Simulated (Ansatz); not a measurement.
RbLuS2 (R-3m), PBEsol, rigid bands (Ansatz, a first-principles code): band gap 2.08 eV, N_c = 3.79e19 cm⁻³ and N_v = 4.84e19 cm⁻³ at 300 K, conductivity masses along y (a = (1.97, 1.14, 7.55) Å; b = (-1.97, 1.14, 7.55) Å; c = (0.00, -2.27, 7.55) Å) of 0.444 mₑ (electrons) and 0.528 mₑ (holes). Take k_BT = 0.02585 eV.

**Question.** Find the intrinsic carrier density and the intrinsic Fermi level.

**Answer.** n_i = √(N_c N_v) exp(−E_g/2k_BT) = 4.28e19 × exp(−40.23) = 1.4e2 cm⁻³. The level lies (k_BT/2) ln(N_v/N_c) = 3 meV from mid-gap (positive towards the conduction band). Each 0.1 eV added to the gap lowers n_i by a factor of 6.9.

**Question.** What built-in voltage has an abrupt junction with N_A = 1e17 and N_D = 1e17 cm⁻³, all dopants ionised?

**Answer.** V_bi = E_g/e − (k_BT/e) ln(N_c N_v/(N_A N_D)) = 2.08 − 0.02585 × 12.12 = 1.77 V. It follows the computed gap one for one.

**Question.** What thermal injection velocity √(2k_BT/πm) limits a ballistic channel along the direction named?

**Answer.** 8.07e6 cm/s for electrons and 7.40e6 cm/s for holes, a ratio of √(m_h/m_e) = 1.09, for dilute carriers.

Rigid, parabolic bands with the computed gap; masses take one relaxation time for all states. Spin-orbit coupling is left out; where it splits the top of the valence band, N_v and the p-type Seebeck coefficient come out somewhat high without it.

Formula and space group known from diffraction (Crystallography Open Database), not checked to be the room-temperature form: RbLuS2 (R-3m).
